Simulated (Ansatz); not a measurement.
**Nb in the bcc (W type) structure (space group Im-3m, No. 229)**

Nb is modelled in the cubic space group Im-3m (No. 229), the bcc (W type) structure, Pearson symbol cI2. Conventional cell: a = b = c = 3.3096 Å, α = β = γ = 90.00°. Nb on 2a sees 8 Nb at 2.866 Å and 6 Nb at 3.310 Å. (Neighbours: up to the widest gap in distance over summed covalent radii, below 1.35, at either atom.)
(The calculation used a cell of 1 atom; values per cell refer to that cell.)

Computed with PBE in Ansatz (plane waves to 420 eV, PAW, no SOC). Settings: 20×20×20 k-points, 0.05 eV Fermi–Dirac smearing.

```json
{
 "volume_per_atom": "18.13 Å³",
 "density": "8.51 g/cm³",
 "band_gap": "zero",
 "total_energy": "-4552.284 eV/atom (σ→0; compares only within this code and set-up)"
}
```

No phonon test of stability was made. The final runs are not spin-polarised.

Ansatz is an electronic-structure program.
